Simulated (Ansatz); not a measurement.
Defect: interstitial Si in 2H silicon carbide, charge state +2. Method: PBE, PAW (plane waves to 420 eV; Ansatz, a first-principles code).

72-site cell at the relaxed PBE lattice, the Γ point alone, smearing 0.01 eV, spin-restricted, no finite-size correction. Energies are static. The host's phase is taken as given; its stability against other phases was not computed. The charge state is imposed; whether it is stable for some Fermi level was not computed. Sites that were not tried may lie lower.

Barriers: single points on a 2×2×2 k-point mesh shifted by half a step along c at the bands' geometries (they differ from the bands' own by up to 0.29 eV, and are uncertain by about as much).

The step: several atoms move together, Si the farthest. Atoms about the jump, Cartesian Å from the middle of the jump, before and after:

```csv
atom,x0,y0,z0,x1,y1,z1
Si1,-0.08,0.05,0.47,0.08,-0.05,-0.47
C2,1.46,-0.85,-0.02,1.59,-0.92,-0.15
C3,-1.66,-0.87,-0.05,-1.62,-0.81,-0.04
C4,-0.08,1.87,-0.05,-0.11,1.81,-0.04
C5,-0.11,0.06,-2.54,-0.07,0.04,-2.40
Si6,-1.66,0.96,1.91,-1.08,0.62,1.32
Si7,1.45,-0.84,-1.94,1.64,-0.94,-2.05
Si8,-1.66,-0.85,-1.95,-1.73,-0.87,-2.00
Si9,-0.10,1.86,-1.95,-0.11,1.94,-2.00
C10,-0.14,0.08,2.53,-0.15,0.09,2.74
Si11,1.43,-2.62,0.61,1.45,-2.64,0.61
Si12,2.98,0.07,0.61,3.01,0.06,0.61
```

Problem. Give the saddle-point geometry and the barrier.

Solution. 
```
atom      x      y      z
----  -----  -----  -----
Si1   -0.02   0.01  -0.24
C2     1.52  -0.89  -0.10
C3    -1.68  -0.85  -0.05
C4    -0.11   1.87  -0.05
C5    -0.10   0.05  -2.40
Si6   -1.32   0.76   1.60
Si7    1.55  -0.90  -2.00
Si8   -1.73  -0.87  -1.99
Si9   -0.11   1.93  -1.99
C10   -0.14   0.07   2.74
Si11   1.43  -2.63   0.61
Si12   2.99   0.07   0.61
```
It lies 0.76 eV above the start and 0.18 eV above the end. The saddle point's order was not checked, and it lies on a symmetry element of the cell, where a band can be held.
